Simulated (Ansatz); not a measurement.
The reference is MgS in the rock salt structure (space group Fm-3m, No. 225; a = 5.203 Å). Axes: x, y, z lie along the cube axes.

The values are results of Ansatz (a program for electronic structure) r2SCAN, no spin-orbit coupling, not measurements.

Before the change:

```
Item                                Result
---------------------  -------------------
Smallest direct gap                4.64 eV
Band gap                           3.46 eV
Valence-band top at Γ  0.00, 0.00, 0.00 eV
```

Modification: the cell is stretched by 1.00 % along z with no lateral relaxation, atoms relaxed at fixed cell.

### Question
What does the calculation give for the smallest direct gap, hole mass, band gap and valence-band top at Γ after the change?

### Answer
The smallest direct gap falls by 0.11 eV (4.64 eV → 4.53 eV); the hole mass amounts to 0.27 mₑ along z, 0.95 mₑ across (at Γ); the band gap drops by 0.067 eV to 3.40 eV; the valence-band top at Γ (three highest levels, from the VBM) goes from 0.00, 0.00, 0.00 eV to 0.00, -0.04, -0.04 eV.

The cells carry an imposed strain or load. Effective masses come from finite differences of ±0.01 Å⁻¹. Stability against distortions was not tested.
